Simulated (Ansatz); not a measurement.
The reference is Be in the hcp (Mg type) structure (space group P6_3/mmc, No. 194; a = 2.257 Å, c = 3.553 Å).

All numbers come from PBEsol, PAW, 420 eV (Ansatz, a program for electronic structure; spin-orbit coupling left out).

Before the change:

| Quantity | Value |
|---|---|
| Lattice parameter a | 2.257 Å |
| Magnetic state | not spin-polarised |
| Largest site moment | 0.00 μB |

One thing is altered: every Be is replaced by Ni, then cell and atoms are relaxed.

Tabulated Pauling electronegativity and covalent radius: Be 1.57, 0.96 Å; Ni 1.91, 1.24 Å.

Q: Estimate the effect on the lattice parameter a, magnetic state and largest site moment.

A: The lattice parameter a rises by 0.190 Å to 2.447 Å; the magnetic state changes from not spin-polarised to ferromagnetic; the largest site moment goes from zero to 0.66 μB.

The magnetic state is the one reached from the starting moments; the real material's order can differ, and small cells can't hold many antiferromagnetic ones. Whether these cells are dynamically stable was not tested. This is not the structure that Ni has at room temperature and ambient pressure.
